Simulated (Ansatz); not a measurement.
Consider the following.

End structure of a constructed model of the (100) surface of rock-salt TiC, a layer of Pt, one atom over each Ti (bottom of the slab: a bare face, its two planes held):

```xyz
13
Lattice="3.0639 0.0000 0.0000 0.0000 3.0639 0.0000 0.0000 0.0000 30.0000" Properties=species:S:1:pos:R:3 pbc="T T T"
C      0.0000     0.0000     8.0437
Ti     1.5320     1.5320     8.0437
C      1.5320     1.5320    10.2102
Ti     0.0000     0.0000    10.2102
C      0.0000     0.0000    12.3643
Ti     1.5320     1.5320    12.3699
C      1.5320     1.5320    14.5421
Ti     0.0000     0.0000    14.5339
C      0.0000     0.0000    16.6955
Ti     1.5320     1.5320    16.6935
C      1.5320     1.5320    18.8650
Ti     0.0000     0.0000    18.8919
Pt     0.0000     0.0000    21.3230
```

Slab: 13 atoms, 13.9 Å thick at the start with caps and adatoms (thin: gaps and levels are the slab's own); k 12x12x1, smearing 0.1 eV, dipole-corrected; 4 atoms held, the rest relaxed; start symmetry kept, larger cells not searched; no spin, no spin-orbit, no U. In PBE it lies 1.44 eV a 1x1 cell over the lowest computed structure of the same composition (a layer of Pt, one atom over each C).

Q: Give the work function of the top face at the level Ansatz (a quantum-chemistry and plane-wave program) with PBE.

A: 5.33 eV
